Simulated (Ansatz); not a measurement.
The parent structure is Mg₂Ge in the anti-fluorite structure (space group Fm-3m, No. 225).

```yaml
crystal:
  lattice:
    - [0.00000, 3.21059, 3.21059]
    - [3.21059, 0.00000, 3.21059]
    - [3.21059, 3.21059, 0.00000]
  atoms:
    - { symbol: Ge, position: [0.00000, 0.00000, 0.00000] }
    - { symbol: Mg, position: [0.25000, 0.25000, 0.25000] }
    - { symbol: Mg, position: [0.75000, 0.75000, 0.75000] }
```

Method: PBE in Ansatz (plane waves to 420 eV, PAW, no spin-orbit coupling).

One change was made to it. Results:

```tsv
quantity	base	after
volume per atom	22.06 Å³	20.90 Å³
electron mass	0.55 mₑ along k, 0.19 mₑ across (at X)	0.55 mₑ along k, 0.18 mₑ across (at X)
valley order (the lowest conduction-band minima on the path, energy above the VBM, named in the base's zone)	X along ⟨100⟩ 0.17 eV; L along ⟨111⟩ 0.94 eV; Γ 0.95 eV	X along ⟨100⟩ 0.12 eV; L along ⟨111⟩ 1.17 eV; Γ 1.25 eV
```

Task: Which change produced these results?
A) pressure 3 GPa
B) pressure 1.5 GPa
C) pressure −1 GPa

Result: A, pressure 3 GPa. For comparison, the valley order in the other runs: pressure −1 GPa gives X along ⟨100⟩ 0.18 eV; Γ 0.83 eV; L along ⟨111⟩ 0.85 eV; pressure 1.5 GPa gives X along ⟨100⟩ 0.14 eV; L along ⟨111⟩ 1.06 eV; Γ 1.11 eV.

The levels and masses belong to the bands next to the band gap. Load acts through the strain it causes; cell and atoms are relaxed under it. Masses are band curvatures over ±0.01 Å⁻¹ around the edge. Along k means along the line from Γ to the band edge. Stability against distortions was not tested.

Ansatz is a quantum-chemistry and plane-wave program.
